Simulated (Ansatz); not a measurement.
Here is the system:

```xyz
2
Lattice="4.1142 0.0000 0.0000 0.0000 4.1142 0.0000 2.0571 -2.0571 3.0012" Properties=species:S:1:pos:R:3 pbc="T T T"
In     0.0000     0.0000     0.0000
P      4.1142     2.0571     1.5006
```

No spin polarisation.

The values are results of Ansatz (an electronic-structure program) r2SCAN, scalar-relativistic without spin-orbit coupling, not measurements. Settings: 10×10×10 k-points, 0.05 eV Fermi–Dirac smearing.

Predict the valence-band top at Γ (three highest levels, from the VBM).

0.00, 0.00, -0.16 eV.

What band gap does the calculation give?

1.05 eV.

The cells carry an imposed strain or load. Stability against distortions was not tested. The cell was made from InP in the zinc blende structure (space group F-43m, No. 216) by this change: biaxial strain −1.50 %, plane normal [001], relaxed out of plane.
